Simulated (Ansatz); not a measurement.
The reference is CsPbBr3 in the cubic perovskite structure (space group Pm-3m, No. 221; a = 5.872 Å).

Structures relaxed with PBEsol in Ansatz (plane waves to 420 eV, PAW, no SOC).

Base:

Simulated powder pattern, Cu Kα, λ = 1.54184 Å (kinematic, ideal powder, no thermal factors, no anomalous dispersion; the 10 strongest lines at most, above 2 %, up to 2θ = 90°):

```json
[
 {"2θ (°)": "15.09", "I/Imax (%)": "37", "hkl": "(100)"},
 {"2θ (°)": "21.40", "I/Imax (%)": "88", "hkl": "(110)"},
 {"2θ (°)": "30.44", "I/Imax (%)": "100", "hkl": "(200)"},
 {"2θ (°)": "34.14", "I/Imax (%)": "22", "hkl": "(210)"},
 {"2θ (°)": "37.52", "I/Imax (%)": "43", "hkl": "(211)"},
 {"2θ (°)": "43.59", "I/Imax (%)": "74", "hkl": "(220)"},
 {"2θ (°)": "54.10", "I/Imax (%)": "26", "hkl": "(222)"},
 {"2θ (°)": "58.84", "I/Imax (%)": "24", "hkl": "(321)"},
 {"2θ (°)": "71.91", "I/Imax (%)": "34", "hkl": "(420)"},
 {"2θ (°)": "80.06", "I/Imax (%)": "26", "hkl": "(422)"}
]
```

After one change:

Simulated powder pattern, Cu Kα, λ = 1.54184 Å (kinematic, ideal powder, no thermal factors, no anomalous dispersion; the 10 strongest lines at most, above 2 %, up to 2θ = 90°):

| 2θ (°) | I/Imax (%) |
|---|---|
| 16.82 | 39 |
| 23.88 | 91 |
| 34.03 | 100 |
| 38.19 | 22 |
| 42.00 | 43 |
| 48.89 | 71 |
| 55.11 | 20 |
| 60.90 | 25 |
| 66.38 | 23 |
| 81.73 | 33 |

**Question.** Which change produced these results?
A. pressure −1 GPa
B. pressure 15 GPa
C. pressure 75 GPa
D. pressure −2 GPa

**Answer.** B, pressure 15 GPa. Its volume per atom is 29.27 Å³ against 40.50 Å³, and its space group is Pm-3m (No. 221).

A case with no gap was solved on a k-mesh chosen for an insulator, which is coarse for it. Load acts through the strain it causes; cell and atoms are relaxed under it. No phonon test of stability was made. No other phases were tried under pressure. All final runs are without spin polarisation. Many cubic perovskites are stable only at high temperature; tilts and polar distortions were not tested. This is not the structure that CsPbBr3 has at room temperature and ambient pressure.

Ansatz is a program for electronic structure.
